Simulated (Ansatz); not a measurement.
Consider PbTe in the zinc blende structure (space group F-43m, No. 216; a = 7.336 Å; a hypothetical phase, not in the database extracts checked).

(Cell as relaxed with PBE.)

Levels (all Ansatz, a quantum-chemistry and plane-wave program, PAW, earlier PAW set): PBE (420 eV, no SOC); r2SCAN (500 eV, no SOC).

Each level relaxes its own structure.

```csv
base,PBE,r2SCAN
volume per atom,49.34 Å³,48.33 Å³
lattice parameter a,7.336 Å,7.285 Å
band gap,0.64 eV,0.75 eV
```

It is then changed as follows: a negative pressure, −1 GPa.

| quantity | PBE | r2SCAN |
|---|---|---|
| band gap | 0.72 eV | ___ |
| smallest direct gap | 1.23 eV | ___ |
| shift of the gap caused by the change | +0.09 eV | ___ |

### Question
Given the PBE results, estimate those of r2SCAN.

### Answer

- band gap, r2SCAN: 0.84 eV
- smallest direct gap, r2SCAN: 1.41 eV
- shift of the gap caused by the change, r2SCAN: +0.09 eV

PBE's band gap lies 0.12 eV below r2SCAN's; PBE's smallest direct gap lies 0.18 eV below r2SCAN's; the two agree on the shift of the gap caused by the change. Neither level is exact; r2SCAN is the comparison here, not a measurement.

Spin-orbit coupling, missing from the scalar runs, can matter with Pb and Te. Load acts through the strain it causes; cell and atoms are relaxed under it. Whether these cells are dynamically stable was not tested.
